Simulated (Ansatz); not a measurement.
# How far PBE and r2SCAN part for TiAl3

Start from TiAl3 (space group I4/mmm, No. 139; a = 3.8456 Å, c = 8.6194 Å).

(Cell as relaxed with PBE.)

Levels (all Ansatz, a program for electronic structure, PAW, earlier PAW set): PBE (420 eV, no spin-orbit coupling); r2SCAN (500 eV, without spin-orbit coupling).

Each level relaxes its own structure.

| quantity | PBE | r2SCAN |
|---|---|---|
| volume per atom | 15.93 Å³ | ___ |
| lattice parameter a | 7.267 bohr | ___ |
| lattice parameter c | 16.288 bohr | ___ |
| band gap | zero | ___ |

Problem. Given the PBE results, estimate those of r2SCAN.

Solution. 
- volume per atom, r2SCAN: 15.64 Å³
- lattice parameter a, r2SCAN: 7.226 bohr
- lattice parameter c, r2SCAN: 16.175 bohr
- band gap, r2SCAN: zero

PBE's volume per atom lies 0.29 Å³ above r2SCAN's (1.8 %); PBE's lattice parameter a lies 0.041 bohr above r2SCAN's (0.6 %); PBE's lattice parameter c lies 0.113 bohr above r2SCAN's (0.7 %); the two agree on the band gap. Neither level is exact; r2SCAN is the comparison here, not a measurement.

Stability against distortions was not tested. The final runs are not spin-polarised.
